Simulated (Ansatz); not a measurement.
Start from MgO in the rock salt structure (space group Fm-3m, No. 225; a = 4.2142 Å).

Method: PBEsol, PAW, 420 eV (Ansatz, a first-principles code; no SOC).

Before the change:

| Property | Value |
|---|---|
| Electron mass | 0.34 mₑ (at Γ) |
| Lattice parameter a | 4.214 Å |
| Band gap | 4.62 eV |

It is then changed as follows: hydrostatic tension (pressure −2 GPa).

**Question.** How does this affect the electron mass?

**Answer.** The electron mass is still 0.34 mₑ (at Γ).

**Question.** Predict the new lattice parameter a.

**Answer.** The lattice parameter a increases by 0.018 Å to 4.232 Å.

**Question.** Predict the new band gap.

**Answer.** The band gap falls by 0.12 eV to 4.50 eV.

Load acts through the strain it causes; cell and atoms are relaxed under it. Masses are band curvatures over ±0.01 Å⁻¹ around the edge. No phonon test of stability was made.
